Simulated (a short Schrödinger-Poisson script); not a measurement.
Structure: gated Al0.3Ga0.7As/GaAs δ-doped gas, at 20 K.

| layer | material | thickness (nm) | Na (cm⁻³) |
|---|---|---|---|
| 1 | Al0.3Ga0.7As | 15 | - |
| 2 | Al0.3Ga0.7As | 2 | - |
| 3 | GaAs | 6000 | 4e15 |

The device is made up for the run: typed textbook-type constants, with dimensions and the other settings drawn at random. Al0.3Ga0.7As: permittivity 12.05, conduction-band edge (eV) 0.237, gap (eV) 1.798, electron mass (mₑ) 0.0919, Nv at 300 K (cm⁻³) 9e18. GaAs: permittivity 12.9, conduction-band edge (eV) 0, gap (eV) 1.424, Nv at 300 K (cm⁻³) 9e18.

Channel valleys (confinement mass, in-plane density-of-states mass, number): Γ 0.067, 0.067, 1. At the gate the conduction-band edge of layer 1 lies 0.99 eV − eVg above the Fermi level of the channel; the field vanishes at the back. Sheet of ionised δ-doping: +2.1e12 e/cm² at 15 nm from the gate. The barrier under the gate holds no holes. Gaps are held at their typed values at every temperature. Mesh 0.08 nm at interfaces.

Solved with a short Schrödinger-Poisson script written for these runs: 1D Poisson equation in equilibrium, electrons quantum, Hartree (BenDaniel-Duke, 40 states a valley, the channel's in-plane mass for all, wave functions free to enter the barrier), parabolic valleys, classical holes, full ionisation, no traps, pinning or gate leakage.

Q: List the lowest subbands of each valley and their electrons at Vg = 0.5 V.

A: 
```tsv
valley	subband	energy from the Fermi level (meV)	electrons (cm⁻²)	share (%)
Γ	0	-10.9	3.06e11	100.0
Γ	1	29.3	< 1e6	0.0
Γ	2	59.8	< 1e6	0.0
```

All electrons: 3.06e11 cm⁻².
